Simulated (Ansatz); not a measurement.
Take TiSi2 (space group Cmcm, No. 63) as the base.

```
TiSi2
1.0
    1.75744    -6.67398     0.00000
    1.75744     6.67398     0.00000
    0.00000     0.00000     3.55712
Si Ti
4 2
Cartesian
  1.75744  -5.87257   2.66784
  1.75744   5.87257   0.88928
  1.75744   3.33130   2.66784
  1.75744  -3.33130   0.88928
  1.75744  -1.36792   2.66784
  1.75744   1.36792   0.88928
```

Cartesian axes are those of the cell as printed.

Method: Kohn–Sham DFT with the PBEsol functional, run in Ansatz (a first-principles code) with PAW and 420 eV plane waves, no SOC.

Base values:

```
Quantity            Value
---------------  --------
Volume per atom  13.91 Å³
```

It is then changed as follows: uniaxial stress, 5 GPa compression along z; all other stress components relax to zero.

Q: Estimate the effect on the volume per atom.

A: The volume per atom drops by 0.114 Å³ (13.91 Å³ → 13.79 Å³).

Q: Estimate the effect on the energy relative to the base.

A: The energy increases by 3.9 meV/atom.

Without a gap, meshes like the base's 14×14×13 leave anisotropic stresses uncertain by several tenths of a GPa, and small strain energies with them. Load acts through the strain it causes; cell and atoms are relaxed under it. Beyond what the load breaks, stability against distortions was not tested. The final runs are not spin-polarised.
